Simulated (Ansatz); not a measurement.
Zr, pressure series

Start from Zr in the hcp (Mg type) structure (space group P6_3/mmc, No. 194; a = 3.231 Å, c = 5.173 Å).

Cell and atoms are relaxed at each pressure.

Computed with Ansatz (a first-principles code), PBE, PAW, cutoff 420 eV, no spin-orbit coupling.

```csv
P (GPa),V (Å³/atom)
-2.00,23.913
-1.00,23.645
0.90,23.168
2.10,22.887
4.50,22.364
9.00,21.499
15.00,20.512
22.49,19.475
30.00,18.600
```

### Question
Fit a third-order Birch–Murnaghan equation of state.

### Answer
Least squares on P(V) = (3B₀/2)[(V₀/V)^(7/3) − (V₀/V)^(5/3)]·[1 + (3/4)(B₀′ − 4)((V₀/V)^(2/3) − 1)] gives V₀ = 23.39 Å³/atom, B₀ = 94 GPa and B₀′ = 3.0.

Load acts through the strain it causes; cell and atoms are relaxed under it. No phonon test of stability was made. All final runs are without spin polarisation. Measured, Zr leaves this structure (for the ω phase) near 3 GPa (temperature not stated; as listed in C. Cazorla, D. Alfè, M. J. Gillan, Physical Review B (2008)).
